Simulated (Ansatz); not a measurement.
How the volume per atom of RhGe2 (model structure, started from the MoSi2 type, I4/mmm, No. 139, 3 atoms in the cell) moves with the method

No measured value is used here.

```json
[
 {"level (code)": "PBE (Ansatz)", "value (Å³/atom)": "15.92"},
 {"level (code)": "PBEsol (Ansatz)", "value (Å³/atom)": "15.23"},
 {"level (code)": "PBE-D3(BJ) (Ansatz)", "value (Å³/atom)": "15.34"}
]
```

Ansatz's density-functional and Hartree–Fock values are scalar-relativistic unless marked +SOC, with PAW data made under PBE.

A model structure was made by putting elements into a prototype or built by hand; it is no filed structure, need not be a known phase, and can be a saddle point held by its symmetry.

Ansatz is a first-principles code.
